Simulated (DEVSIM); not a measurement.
Structure: Au/AlN/SiO2/n-Si capacitor, at 300 K.

Layer 1 from the left is AlN, thickness (nm) 17.0. Layer 2 from the left is SiO2, thickness (nm) 1.10. Layer 3 from the left is Si, thickness (nm) 1200, Nd (cm⁻³) 2.2e17.

Metal gate on the left, work function 5.1 eV. Fixed charge at the semiconductor interface 0 cm⁻² (in units of +e); interface traps 8.8e10 cm⁻² eV⁻¹, uniform in energy, neutral level at 0.5 of the gap above the valence band.

This is a model device: material constants are rounded textbook-type values typed into the input, and sizes, dopings and lifetimes were drawn at random. Values at 300 K.

AlN: gap (eV) 6.1, affinity (eV) 1.9, permittivity 8.5. SiO2: gap (eV) 9, affinity (eV) 0.9, permittivity 3.9. Si: gap (eV) 1.124, affinity (eV) 4.05, permittivity 11.7, Nc (cm⁻³) 2.86e19, Nv (cm⁻³) 3.1e19.

Simulated with DEVSIM: 1D Poisson equation in equilibrium, Boltzmann statistics, complete ionisation; no quantum confinement or tunnelling. Metal contacts follow the ideal Schottky-Mott rule: no Fermi-level pinning, no interface dipoles.

### Question
What does the simulation give for the minimum of the low-frequency capacitance, the flat-band voltage?

### Answer
minimum of the low-frequency capacitance 0.121 μF/cm²; flat-band voltage 0.94 V.
